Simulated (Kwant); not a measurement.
Model system: wire with a side stub in a In0.53Ga0.47As two-dimensional gas. Effective mass 0.041 mₑ, grid spacing 4.2 nm, hard walls, nominal width 100 nm (23 grid rows, so walls 100.8 nm apart), one parabolic valley, scattering region 300 nm long along x; energies count from the band bottom; Fermi energy swept from 0.00073372 to 0.0087129 eV. Closed stub on one side, 130 nm wide and 180 nm deep.

Constants are typed, rounded textbook-type inputs, not results; the design itself was drawn at random and stands for no fabricated device.

Model: effective-mass tight-binding model on a square grid, one spin, coherent transport at 0 K (Kwant). Conductance is in e²/h.

How many channels do the leads carry at E = 5.90, 6.23 meV?

The hard-wall thresholds are n² ħ²π²/(2mW²) = n² × 0.903 meV with W = 100.8 nm. √(5.90/0.903) = 2.56, so 2. √(6.23/0.903) = 2.63, so 2.
